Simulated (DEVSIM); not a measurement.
System: Mo/Al2O3/SiO2/p-Si capacitor, at 300 K.

| layer (left to right) | material | thickness (nm) | Na (cm⁻³) |
|---|---|---|---|
| 1 | Al2O3 | 2.20 | - |
| 2 | SiO2 | 1.10 | - |
| 3 | Si | 610 | 8.9e17 |

Metal gate on the left, work function 4.6 eV. Fixed charge at the semiconductor interface -7.7e10 cm⁻² (in units of +e); no interface traps.

The device is made up for the run: typed textbook-type constants, with dimensions and the other settings drawn at random. Values at 300 K.

| parameter | Al2O3 | SiO2 | Si |
|---|---|---|---|
| gap (eV) | 6.8 | 9 | 1.124 |
| affinity (eV) | 1.35 | 0.9 | 4.05 |
| permittivity | 9 | 3.9 | 11.7 |
| Nc (cm⁻³) | - | - | 2.86e19 |
| Nv (cm⁻³) | - | - | 3.1e19 |

Model (solved in DEVSIM): 1D Poisson equation in equilibrium, Boltzmann statistics, complete ionisation; no quantum confinement or tunnelling. Metal contacts follow the ideal Schottky-Mott rule: no Fermi-level pinning, no interface dipoles.

Q: Tabulate band edges, carrier densities and field at 0.3 V on the gate.

A: Energies count from the Fermi level of the right contact; mesh points crowd at the junctions.

| x (μm) | Ec (eV) | Ev (eV) | n (cm⁻³) | p (cm⁻³) | field (V/cm) |
|---|---|---|---|---|---|
| 0.000 | 2.950 | -3.850 | < 1e2 | < 1e2 | 510000 |
| 0.0007389 | 2.987 | -3.813 | < 1e2 | < 1e2 | 510000 |
| 0.001397 | 3.021 | -3.779 | < 1e2 | < 1e2 | 510000 |
| 0.002132 | 3.058 | -3.742 | < 1e2 | < 1e2 | 510000 |
| 0.002807 | 3.583 | -5.417 | < 1e2 | < 1e2 | 1200000 |
| 0.003340 | 0.491 | -0.633 | 1.6e11 | 7.2e8 | 380000 |
| 0.004424 | 0.531 | -0.593 | 3.4e10 | 3.4e9 | 360000 |
| 0.007458 | 0.635 | -0.489 | 6.3e8 | 1.9e11 | 320000 |
| 0.01191 | 0.763 | -0.361 | 4300000 | 2.7e13 | 260000 |
| 0.02071 | 0.938 | -0.186 | 5100 | 2.3e16 | 140000 |
| 0.03624 | 1.028 | -0.096 | 160 | 7.4e17 | 10000 |
| 0.08147 | 1.032 | -0.092 | 130 | 8.9e17 | ≈ 0 |
| 0.1528 | 1.032 | -0.092 | 130 | 8.9e17 | ≈ 0 |
| 0.2884 | 1.032 | -0.092 | 130 | 8.9e17 | ≈ 0 |
| 0.4688 | 1.032 | -0.092 | 130 | 8.9e17 | ≈ 0 |
| 0.5378 | 1.032 | -0.092 | 130 | 8.9e17 | ≈ 0 |
| 0.5741 | 1.032 | -0.092 | 130 | 8.9e17 | ≈ 0 |
| 0.5925 | 1.032 | -0.092 | 130 | 8.9e17 | ≈ 0 |
| 0.6050 | 1.032 | -0.092 | 130 | 8.9e17 | ≈ 0 |
| 0.6095 | 1.032 | -0.092 | 130 | 8.9e17 | ≈ 0 |
| 0.6118 | 1.032 | -0.092 | 130 | 8.9e17 | ≈ 0 |
| 0.6133 | 1.032 | -0.092 | 130 | 8.9e17 | ≈ 0 |
